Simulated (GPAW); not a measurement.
A relaxation of cell and atoms of YB₂ (P6/mmm, 3 atoms in the cell) with GPAW.

Method: PBEsol, GPAW PAW datasets PBEsol (made by gpaw-setup) (plane waves; GPAW 25.7.0).

```xyz
3
Lattice="3.3008 0.0000 0.0000 -1.6504 2.8586 0.0000 0.0000 0.0000 3.8625" Properties=species:S:1:pos:R:3 pbc="T T T"
Y      0.0000     0.0000     0.0000
B      0.0000     1.9057     1.9312
B      1.6504     0.9529     1.9312
```

Reference input (self-consistent single point, DFT PBEsol, plane waves, GPAW PAW datasets PBEsol (made by gpaw-setup)): mode = pw; ecut = 900 eV; xc = PBEsol; kpts = 8 8 6; mesh shift (steps) = 0 0 0; occupations.name = fermi-dirac; occupations.width = 0.1 eV; nbands = -7; convergence.forces = 0.001 eV/Å; symmetry.symmorphic = false; symmetry.tolerance = 0.0005; maxiter = 120. This run's input differs from it in these lines:

```diff
@@ -1,2 +1,4 @@
 from ase import Atoms
+from ase.filters import FrechetCellFilter
+from ase.optimize import BFGS
 from ase.units import GPa
@@ -18,3 +20,3 @@
             nbands=-7,
-            convergence={'forces': 0.001},
+            convergence={'forces': 0.001, 'density': 1e-05},
             symmetry={'symmorphic': False, 'tolerance': 0.0005},
@@ -23,2 +25,10 @@
 atoms.calc = calc
+
+target = FrechetCellFilter(atoms)
+
+opt = BFGS(target, logfile='-')
+converged = opt.run(fmax=0.02, steps=40)
+print('Relaxation converged:', converged)
+print('Cell:', atoms.cell.cellpar().round(4))
+print(atoms.get_scaled_positions().round(5))
```

Log, with long lists cut:

```
     iter     time        total  log10-change:
                         energy   eigst   dens  force
iter:   1 --:--:--   -22.043535
iter:   2 --:--:--   -21.835774   -1.64  -1.05
iter:   3 --:--:--   -21.178979   -0.94  -1.10
iter:   4 --:--:--   -21.168920   -2.65  -1.59
iter:   5 --:--:--   -21.181296   -2.63  -1.60
iter:   6 --:--:--   -21.177633   -3.07  -2.18
iter:   7 --:--:--   -21.177388c  -4.27  -2.45
iter:   8 --:--:--   -21.177313c  -4.30  -2.59
iter:   9 --:--:--   -21.177307c  -5.53  -3.57
iter:  10 --:--:--   -21.177316c  -5.68  -3.42
iter:  11 --:--:--   -21.177312c  -5.99  -3.65
iter:  12 --:--:--   -21.177311c  -7.58c -4.20
iter:  13 --:--:--   -21.177311c  -8.36c -4.59
iter:  14 --:--:--   -21.177311c  -9.32c -4.65
iter:  15 --:--:--   -21.177311c  -8.11c -4.69
iter:  16 --:--:--   -21.177311c  -8.14c -4.96
iter:  17 --:--:--   -21.177311c  -9.66c -5.62c
iter:  18 --:--:--   -21.177311c  -9.88c -5.67c -16.32c
Converged after 18 iterations.

Dipole moment: (0.000000, -0.000000, -0.000000) |e|*Ang

Energy contributions relative to reference atoms: (reference = -93369.153414)

Kinetic:        +14.110568
Potential:      -11.841400
External:        +0.000000
XC:             -23.173271
Entropy (-ST):   -0.029788
Local:           -0.258313
SIC:             +0.000000
--------------------------
Free energy:    -21.192205
Extrapolated:   -21.177311

Showing only first 2 kpts
 Kpt  Band  Eigenvalues  Occupancy
  0     6      8.25374    1.99637
  0     7      8.25380    1.99636
  0     8      8.26060    1.99611
  0     9     14.20517    0.00000

  1     6      8.44153    1.97647
  1     7      8.44159    1.97645
  1     8      9.67669    0.00073
  1     9     13.09887    0.00000

Fermi level: 8.88459

No gap
   [... lines left out ...]
Occupation numbers: Fermi-Dirac:
Atomic positions and initial magnetic moments
Free energy:    -21.197496
Fermi level: 8.93665
No gap
Occupation numbers: Fermi-Dirac:
Atomic positions and initial magnetic moments
Free energy:    -21.208280
Fermi level: 9.18958
No gap
   [... lines left out ...]
  0 Y     0.00000   -0.00000    0.00000
  1 B     0.00000   -0.00000    0.00000
  2 B     0.00000    0.00000    0.00000

BFGS:    2 --:--:--      -21.208280        0.009717
Relaxation converged: True
Cell: [  3.2674   3.2674   3.8227  90.      90.     120.    ]
[[0.      0.      0.     ]
 [0.33333 0.66667 0.5    ]
 [0.66667 0.33333 0.5    ]]
Energy (eV): -21.193408
Stress (GPa, Voigt): [-0.1321 -0.1321 -0.1275  0.      0.      0.    ]
```

The run converged. GPAW prints stress with tension positive. 

Summary of the result:
```
Item                                                                                                          Result
-------------------------------------------------------  -----------------------------------------------------------
Free energy E − TS (from the program's reference atoms)                                                  -21.2083 eV
Fermi level (on the code's own zero)                                                                         9.19 eV
Final cell                                               a = b = 3.2674 Å, c = 3.8227 Å, α = β = 90.00°, γ = 120.00°
Final volume per atom                                                                                       11.78 Å³
Relaxation steps                                                                                                   2
```

At such cutoffs GPAW's stress carries a finite-basis (Pulay) error, which enters relaxed cells too; its log prints stress with tension positive.

The starting cell comes from a database of computed structures (which also holds hypothetical and non-ambient phases and stackings), without a prior relaxation at this level. The relaxation keeps the symmetry of its start, so its end need not be a minimum.

Cost on one core of a shared machine: roughly 60 s.
